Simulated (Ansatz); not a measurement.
The reference is Al in the fcc (Cu type) structure (space group Fm-3m, No. 225; a = 4.0408 Å; relaxed with 0.1 eV smearing).

Structures relaxed with PBE in Ansatz (plane waves to 420 eV, PAW, scalar-relativistic without spin-orbit coupling), earlier PAW set.

Base:

Simulated powder pattern, Cu Kα1, λ = 1.54056 Å (kinematic, ideal powder, no thermal factors, no anomalous dispersion; the 8 strongest lines at most, above 2 %, up to 2θ = 90°):

```tsv
2θ (°)	I/Imax (%)	hkl
38.56	100	(111)
44.82	48	(200)
65.26	31	(220)
78.43	36	(311)
82.65	10	(222)
```

The change: the cell is scaled by 0.9852 in all directions; the atoms relax in the strained cell.

Question: How do the reflections move or split?

Answer: 
Simulated powder pattern, Cu Kα1, λ = 1.54056 Å (kinematic, ideal powder, no thermal factors, no anomalous dispersion; the 8 strongest lines at most, above 2 %, up to 2θ = 90°):

```json
[
 {"2θ (°)": "39.16", "I/Imax (%)": "100", "hkl": "(111)"},
 {"2θ (°)": "45.53", "I/Imax (%)": "48", "hkl": "(200)"},
 {"2θ (°)": "66.36", "I/Imax (%)": "30", "hkl": "(220)"},
 {"2θ (°)": "79.84", "I/Imax (%)": "35", "hkl": "(311)"},
 {"2θ (°)": "84.18", "I/Imax (%)": "10", "hkl": "(222)"}
]
```

The indices refer to the base's conventional cell; one index is shown for lines that coincide.

Whether these cells are dynamically stable was not tested.

Ansatz is a first-principles code.
